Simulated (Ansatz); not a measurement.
Start from CdSe in the wurtzite structure (space group P6_3mc, No. 186; a = 4.302 Å, c = 7.021 Å). Axes: x lies along a and z along c of the hexagonal cell.

Method: PBEsol (Ansatz, an electronic-structure program, PAW, scalar-relativistic without spin-orbit coupling).

For the base:

```
Property                              Value
---------------------  --------------------
Electron mass               0.055 mₑ (at Γ)
Valence-band top at Γ  0.00, 0.00, -0.05 eV
```

It is then changed as follows: biaxial strain +1.20 %, plane normal [001], relaxed out of plane (Cartesian); in-plane vectors clamped, the third vector and the atoms free.

Question: What happens to the out-of-plane strain, electron mass and valence-band top at Γ?

Answer: The out-of-plane strain is -1.08 %; the electron mass changes from 0.055 mₑ (at Γ) to 0.050 mₑ out of plane, 0.055 mₑ in plane (at Γ); the valence-band top at Γ (three highest levels, from the VBM) goes from 0.00, 0.00, -0.05 eV to 0.00, -0.03, -0.03 eV.

The levels and masses belong to the bands next to the band gap. Masses are band curvatures over ±0.01 Å⁻¹ around the edge. Stability against distortions was not tested.
